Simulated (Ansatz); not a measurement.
The starting structures come from a database of crystals and need not be the phases stable at ambient conditions.

By PBEsol, the system below comes out a metal.

The ballistic (Sharvin) conductance counts the channels at the Fermi level: G/A = (e²/h) × channels of both spins per area.

Here is the system:

```
CELL_PARAMETERS angstrom
      2.74505     0.00000     0.00000
      0.00000     2.74505     0.00000
      1.37253    -1.37253     1.90298
ATOMIC_POSITIONS crystal
  Rh 0.00000 0.00000 0.00000
```

Space group of this cell: I4/mmm. The cell is strained (lengths across the current scaled by 1.02, ions clamped); by PBEsol its mean pressure is -15.1 GPa.

The current flows along the normal of the first two printed cell vectors, the (001) (indices of the unstrained crystal) plane of the conventional cell. No spin-orbit coupling; the value is a mean over 0.1 eV about the Fermi level.

**Question.** Give the ballistic conductance per area that PBEsol (Ansatz, a first-principles code) yields.

**Answer.** 2.3 × 10¹⁵ S/m² for both spins.
